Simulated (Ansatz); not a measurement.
Method: PBE (plane waves to 420 eV, PAW; Ansatz, an electronic-structure program).

Plane-averaged electrostatic potential energy along the normal, in eV from the Fermi level, for S on the 1x1 (111) surface of fcc Ag, one in a 1x1 cell, started at the site 'hollow Ag-Ag-Ag over Ag at depth 4.7 Å':

(z (Å), V (eV)): (5.30, 4.40); (5.59, 4.39); (5.89, 4.39); (6.18, 4.39); (6.48, 4.38); (6.77, 4.37); (7.07, 4.34); (7.36, 4.29); (7.66, 4.17); (7.95, 3.91); (8.24, 3.37); (8.54, 2.16); (8.83, -0.98); (9.13, -6.18); (9.42, -10.49); (9.72, -11.90); (10.01, -9.88); (10.31, -5.28); (10.60, -0.56); (10.89, 1.00); (11.19, -1.05); (11.48, -5.96); (11.78, -10.39); (12.07, -12.08); (12.37, -10.32); (12.66, -5.84); (12.96, -0.94); (13.25, 1.00); (13.54, -0.71); (13.84, -5.51); (14.13, -10.09); (14.43, -12.02); (14.72, -10.51); (15.02, -6.16); (15.31, -1.18); (15.61, 1.06); (15.90, -0.35); (16.19, -5.06); (16.49, -9.85); (16.78, -12.13); (17.08, -10.97); (17.37, -6.84); (17.67, -1.84); (17.96, 0.30); (18.26, -2.52); (18.55, -7.75); (18.84, -9.86); (19.14, -9.25); (19.43, -5.52); (19.73, 0.54); (20.02, 3.76); (20.32, 4.97); (20.61, 5.44); (20.91, 5.62); (21.20, 5.69); (21.49, 5.72); (21.79, 5.73); (22.08, 5.74); (22.38, 5.74); (22.67, 5.74); (22.97, 5.74); (23.26, 5.74)

Slab: 5 atoms, 7.1 Å thick at the start under the adsorbate (thin: gaps and levels are the slab's own); k 12x12x1, smearing 0.1 eV, dipole-corrected; 2 atoms held, the rest relaxed; held to the start's symmetry, so lower structures may exist; spin-polarised, no spin-orbit, no U, no dispersion correction. The starting moment vanished. At the end it is bonded to 3 Ag. In PBE it is, or lies within 0.03 eV of, the lowest of the starts that converged.

**Question.** The surface cell has an area of 7.45 Å². What dipole along the normal does the step between the two vacuum levels imply?

**Answer.** the top vacuum level lies 1.34 eV above the bottom one; p = −ε₀ A ΔV (ε₀ = 0.005526 e/(V·Å)) gives -0.06 e·Å a cell.
